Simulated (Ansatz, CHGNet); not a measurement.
**GaN (model structure, started from the WC type, P-6m2, No. 187, 2 atoms in the cell): properties by level of theory**

```json
[
 {"level (code)": "CHGNet-r²SCAN", "equilibrium lattice constant a (Å)": "[?]", "c axis length (Å)": "2.619"},
 {"level (code)": "PBEsol (Ansatz)", "equilibrium lattice constant a (Å)": "2.940", "c axis length (Å)": "2.654"},
 {"level (code)": "r²SCAN+rVV10 (Ansatz)", "equilibrium lattice constant a (Å)": "[?]", "c axis length (Å)": "2.647"}
]
```

Problem. Some entries are withheld; supply them.

Solution. 
- CHGNet-r²SCAN, equilibrium lattice constant a (Å): 2.852
- r²SCAN+rVV10 (Ansatz, an electronic-structure program), equilibrium lattice constant a (Å): 2.928

Ansatz's density-functional and Hartree–Fock values are scalar-relativistic unless marked +SOC, with PAW data made under PBE.

The computed numbers hold no vibrational or temperature effects.

A model structure was made by putting elements into a prototype or built by hand; it is no filed structure, need not be a known phase, and can be a saddle point held by its symmetry.
